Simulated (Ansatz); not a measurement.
**MgB2, response to strain**

Base system: MgB2 (space group P6/mmm, No. 191; a = 3.075 Å, c = 3.525 Å; relaxed with 0.1 eV smearing).

Strains are applied to the cell and any free atomic positions relax.

The values are results of Ansatz (an electronic-structure program), PBE, PAW, cutoff 420 eV, without spin-orbit coupling, not measurements.

Candidates:
(a) isotropic strain +3.00 %
(b) isotropic strain −1.50 %
(c) isotropic strain −1.00 %
(d) isotropic strain +2.00 %

Notes on the quantities. energy relative to the base: free energy F.

Q: Order them by energy relative to the base, highest first.

A: (a) isotropic strain +3.00 % (+34 meV/atom), (d) isotropic strain +2.00 % (+16 meV/atom), (b) isotropic strain −1.50 % (+9.6 meV/atom), (c) isotropic strain −1.00 % (+4.2 meV/atom)

Whether these cells are dynamically stable was not tested. All final runs are without spin polarisation.
